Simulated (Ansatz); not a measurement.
**Y (model structure, started from the diamond type, Fd-3m, No. 227, 2 atoms in the cell): properties by level of theory**

| level (code) | lattice parameter a (Å) | bulk modulus B0 (GPa) | cohesive energy (eV/atom) |
|---|---|---|---|
| LDA (Ansatz) | 6.618 | 10.4 | 2.97 |
| PBE (Ansatz) | 7.032 | 11.2 | 2.20 |
| PBEsol (Ansatz) | 6.826 | 16.5 | 2.61 |
| r²SCAN (Ansatz) | 6.920 | 13.3 | 1.96 |

Caveats: the bulk modulus is −V dP/dV from two relaxed cells at ±2 % in volume (LDA, PBE, PBEsol, r²SCAN). Ansatz's density-functional and Hartree–Fock values are scalar-relativistic unless marked +SOC, with PAW data made under PBE.

The crystal itself was run without spin with r²SCAN; a magnetic state was not tried in these runs.

Computed values are for the static lattice.

A model structure was made by putting elements into a prototype or built by hand; it is no filed structure, need not be a known phase, and can be a saddle point held by its symmetry.

Ansatz is an electronic-structure program.
